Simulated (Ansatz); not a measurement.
Band structure of Cr3Ge (Pm-3n, 8 atoms in the cell).

```xyz
8
Lattice="4.5498 0.0000 0.0000 0.0000 4.5498 0.0000 0.0000 0.0000 4.5498" Properties=species:S:1:pos:R:3 pbc="T T T"
Cr     1.1375     0.0000     2.2749
Cr     3.4124     0.0000     2.2749
Cr     2.2749     3.4124     0.0000
Cr     2.2749     1.1375     0.0000
Cr     0.0000     2.2749     3.4124
Cr     0.0000     2.2749     1.1375
Ge     0.0000     0.0000     0.0000
Ge     2.2749     2.2749     2.2749
```

Computed with PBEsol, PAW files made with PBE (plane waves; Ansatz, a quantum-chemistry and plane-wave program).

Settings: basis.ecutwfc = 420 eV; kpoints.mp_grid.grid = 5 5 5; hamiltonian.xc = pbesol; hamiltonian.pseudopotentials = {kind: paw} (an earlier, softer set of the program's PAW files); scf.occupations.method = gaussian; scf.occupations.width = 0.272 eV; kpoints.band_path.npoints = 8.

The starting cell comes from a database of computed structures (which also holds hypothetical and non-ambient phases and stackings), without a prior relaxation at this level. Its lattice was rescaled by a random factor within 2.5 % of one. Spin polarisation is off.

Levels in eV from the Fermi level, bands 52 to 59:
```
point     52     53     54     55     56     57     58     59
-----  -----  -----  -----  -----  -----  -----  -----  -----
Γ      -1.61  -1.20  -1.20   0.65   0.65   0.65   1.32   1.32
X      -1.79  -1.56  -1.56   0.02   0.02   0.57   0.57   0.88
M      -0.82  -0.82  -0.70  -0.70  -0.60  -0.43  -0.24  -0.13
R      -1.12  -1.12  -1.12  -1.07  -1.07  -1.07  -1.07   0.76
```

Bands cross the Fermi level along this path, so the cell is metallic at this level.

Keys are those of Ansatz 0.2.
